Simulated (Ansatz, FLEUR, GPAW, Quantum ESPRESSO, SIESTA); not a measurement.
**NaMg₆Cu (Amm2, 8 atoms in the cell) computed with different codes at matched settings**

Self-consistent single point, at a second geometry (lattice scaled by 0.98). First geometry:

```yaml
crystal:
  lattice:
    - [4.98343, 0.00000, 0.00000]
    - [0.00000, 3.14188, 5.39189]
    - [0.00000, -3.14188, 5.39189]
  atoms:
    - { symbol: Na, position: [0.50000, 0.33361, 0.33361] }
    - { symbol: Mg, position: [0.50000, 0.33183, 0.83599] }
    - { symbol: Mg, position: [0.50000, 0.83599, 0.33183] }
    - { symbol: Mg, position: [0.00000, 0.15176, 0.67638] }
    - { symbol: Mg, position: [0.00000, 0.67638, 0.15176] }
    - { symbol: Mg, position: [0.00000, 0.67214, 0.67214] }
    - { symbol: Mg, position: [0.00000, 0.16439, 0.16439] }
    - { symbol: Cu, position: [0.50000, 0.83391, 0.83391] }
```

Shared settings, as Ansatz (a quantum-chemistry and plane-wave program) writes them: kpoints.mp_grid.grid = 3 3 3; scf.occupations.method = fermi_dirac; scf.occupations.width = 0.1 eV. Potentials and cutoffs stand in the table.

| code | model | ΔF from the first geometry (meV/atom) | pressure (GPa) | largest force (eV/Å) | cutoff |
|---|---|---|---|---|---|
| SIESTA | GGA PBEsol, numerical atomic orbitals DZP, PseudoDojo PBEsol standard norm-conserving potentials (rewritten from UPF to PSML) | 32.0 | 5.63 | 0.301 | grid 400 Ry |
| Quantum ESPRESSO | PBEsol, SSSP 1.1.2 efficiency (PBE) pseudopotentials | 11.7 | 2.76 | 0.159 | 50 Ry |
| GPAW | PBEsol, GPAW PAW datasets PBEsol (made by gpaw-setup) | 12.3 | 2.89 | 0.162 | 850 eV |
| FLEUR | PBEsol, all-electron FLAPW (FLEUR), scalar-relativistic valence | 11.8 | – | 0.161 | Kmax 3.8 1/bohr |
| Ansatz | PBEsol, PAW files made with PBE | 11.7 | 2.83 | 0.159 | 420 eV |

Size of the force on each atom (eV/Å): Sizes of forces hide their directions.

```json
[
 {"code": "SIESTA", "Na1": "0.100", "Mg2": "0.127", "Mg3": "0.127", "Mg4": "0.269", "Mg5": "0.269", "Mg6": "0.008", "Mg7": "0.301", "Cu8": "0.013"},
 {"code": "Quantum ESPRESSO", "Na1": "0.069", "Mg2": "0.072", "Mg3": "0.072", "Mg4": "0.159", "Mg5": "0.159", "Mg6": "0.038", "Mg7": "0.146", "Cu8": "0.009"},
 {"code": "GPAW", "Na1": "0.069", "Mg2": "0.070", "Mg3": "0.070", "Mg4": "0.162", "Mg5": "0.162", "Mg6": "0.046", "Mg7": "0.145", "Cu8": "0.009"},
 {"code": "FLEUR", "Na1": "0.069", "Mg2": "0.071", "Mg3": "0.071", "Mg4": "0.161", "Mg5": "0.161", "Mg6": "0.039", "Mg7": "0.147", "Cu8": "0.009"},
 {"code": "Ansatz", "Na1": "0.069", "Mg2": "0.070", "Mg3": "0.070", "Mg4": "0.159", "Mg5": "0.159", "Mg6": "0.038", "Mg7": "0.146", "Cu8": "0.009"}
]
```

A dash marks a value that a program does not give, or that is left out as unsure.

On Ansatz's run: spin polarisation is off.

The spread over the programs that give each value: ΔF from the first geometry within 20.3 meV/atom; pressure within 2.87 GPa; largest force within 0.142 eV/Å.

SIESTA uses small atom-centred bases, whose incompleteness enters pressures, forces and empty levels differently from a plane-wave cutoff. FLEUR treats all electrons, but the usual bases taken here (sphere radii, linearisation, local orbitals, empty states) were not tested for convergence, so the values are no reference for the others. Ansatz's pressure is given at a fixed set of plane waves, as the other plane-wave codes print theirs. In the pressure, SIESTA (by 2.79) lies more than 1 GPa from the median of the plane-wave programs. In the force vectors, SIESTA (by 0.155) lies more than 0.08 eV/Å from the median of the plane-wave programs.

The shared mesh is coarse (it stands for a supercell whose shortest vector is 15 Å), so the values are not converged in it.

The starting cell comes from a database of computed structures (which also holds hypothetical and non-ambient phases and stackings), without a prior relaxation at this level. Its lattice was rescaled by a random factor within 2.5 % of one. For this run, on top of that: lattice scaled by 0.98.

Left out of this page: ABINIT (with a known weakness of the program); CP2K (unsound by tests on forces, stress, charge or solver warnings).

Keys are those of Ansatz 0.2.
